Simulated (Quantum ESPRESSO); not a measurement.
# σyy against uniaxial strain in fcc Ca (space group 225): C12 (Quantum ESPRESSO, PBEsol)

```
Ca
1.0
    0.00000     2.72775     2.72775
    2.68684     0.00000     2.72775
    2.68684     2.72775     0.00000
Ca
1
Cartesian
  0.00000   0.00000   0.00000
```

Computed with PBEsol, GBRV 1.5 ultrasoft (PBESOL) pseudopotentials (plane waves; Quantum ESPRESSO). Settings: ecutwfc = 52 Ry; ecutrho = 260 Ry; occupations = smearing; smearing = fd; degauss = 0.0036749 Ry; potentials = {Ca: ca_pbesol_v1.uspp.F.UPF}; K_POINTS = automatic 28 28 28 0 0 0; conv_thr = 1e-10 Ry; mixing_beta = 0.5. The cell above is the first row's. The rows stretch one cube axis (x) by the strain ε and hold the other two. Stress is positive in tension. In all rows the k mesh is held.

```csv
ε (%),σyy (GPa)
-1.5,-0.233
-1.0,-0.149
-0.5,-0.069
0.0,0.010
0.5,0.087
1.0,0.160
1.5,0.232
2.0,?
```

Task: Fit σyy against ε with a parabola, and predict the withheld value at ε = 2.0.

Result: Least squares gives σyy = 0.0101 + 0.15493·ε - 0.00471·ε². Residuals (row less fit): -0.0001, 0.0005, -0.0005, -0.0001, 0.0006, -0.0003, 0.0001; standard error 0.0005 (degrees of freedom: 4). The slope at ε = 0, 0.15493 GPa per cent, gives C12 ≈ 100 × 0.15493 = 15 GPa, for the static lattice. At the withheld row, σyy = 0.0101 + 0.15493 × 2.0 - 0.00471 × 2.0² = 0.3011 GPa. The calculation gives 0.301 GPa, which the fit meets to the printed digits. The row lies outside the fitted rows, so this is an extrapolation. From the scatter of the fitted rows alone, a prediction at this place has a standard error of 0.0009 GPa, so the miss is 0.1 times that.

Carrying the step between the two nearest rows on in a straight line would have given 0.304, off by 0.003; series whose last step already gives the withheld value aren't shown. The reference cell has the volume at which an earlier scan in this program and functional put its minimum by a fit. The unstrained cell stands at a pressure of -0.01 GPa, and the constants belong to that pressure. Without a gap such slopes are sensitive to mesh and smearing. Cutoffs and mesh are single choices, not tested for convergence of this quantity. Series with a scatter that would blur these digits, or in which a gap closes, are not shown. Strain series were run only where this level's volume lies within 10 % of a first guess from the measured size.
